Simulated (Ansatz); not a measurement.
What biaxial strain +0.50 %, plane normal [001], relaxed out of plane does to W

The reference is W in the bcc (W type) structure (space group Im-3m, No. 229; a = 3.135 Å; relaxed with 0.1 eV smearing). Axes: x, y, z lie along the cube axes.

The change: tensile biaxial strain of 0.50 % in the plane normal to [001], as in epitaxy on a mismatched substrate; the out-of-plane cell vector and the atoms relax.

The values are results of Ansatz (an electronic-structure program), LDA, PAW, cutoff 420 eV, spin-orbit coupling left out, not measurements. k-mesh 29×29×29 (Γ-centred); smearing 0.1 eV (Fermi–Dirac).

The volume per atom grows by 0.09 Å³ (15.41 Å³ → 15.50 Å³) and the shortest interatomic distance increases by 0.006 Å (2.715 Å → 2.721 Å). The energy grows by 1.5 meV/atom and the pressure (mean of the normal stresses, compression positive) goes from zero to -2.0 GPa. The band gap remains zero and the out-of-plane strain amounts to -0.39 %. The mean in-plane stress (compression positive) amounts to -3.0 GPa.

Cost of the whole job for the changed cell (relaxation, final SCF and bands): around 110 core-seconds (rough).

No phonon test of stability was made. All final runs are without spin polarisation.
